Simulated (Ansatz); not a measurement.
Here is the system:

```xyz
1
Lattice="2.4948 0.0000 0.0000 0.0000 2.4948 0.0000 1.2474 -1.2474 1.8064" Properties=species:S:1:pos:R:3 pbc="T T T"
Cu     0.0000     0.0000     0.0000
```

No spin polarisation.

All numbers come from Ansatz (a program for electronic structure), PBEsol, PAW, cutoff 420 eV, spin-orbit coupling left out. Γ-centred 32×32×32 mesh, Fermi–Dirac width 0.1 eV.

Predict the band gap.

Zero.

What is the computed pressure (mean of the normal stresses, compression positive)?

1.1 GPa.

The cells carry an imposed strain or load. No phonon test of stability was made. The final runs are not spin-polarised. The cell was made from Cu in the fcc (Cu type) structure (space group Fm-3m, No. 225) by this change: biaxial strain −1.00 %, plane normal [001], relaxed out of plane.
